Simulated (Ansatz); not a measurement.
The parent structure is HgTe in the zinc blende structure (space group F-43m, No. 216; a = 6.5728 Å).

Method: r2SCAN in Ansatz (plane waves to 500 eV, PAW, no SOC).

For the base:

* **Pressure**: 0.0 GPa
* **Band gap**: zero

It is then changed as follows: every lattice vector is stretched by 3.00 %; the atoms relax in the strained cell.

Q: What does the calculation give for the pressure after the change?

A: The pressure goes from zero to -2.8 GPa.

Q: Predict the new energy relative to the base.

A: The energy increases by 32 meV/atom.

Q: How does this affect the band gap?

A: The band gap stays zero.

Spin-orbit coupling, missing from the scalar runs, can matter with Hg and Te. No phonon test of stability was made. All final runs are without spin polarisation. The zero or small gap of HgTe can change with the level of theory.

Ansatz is a first-principles code.
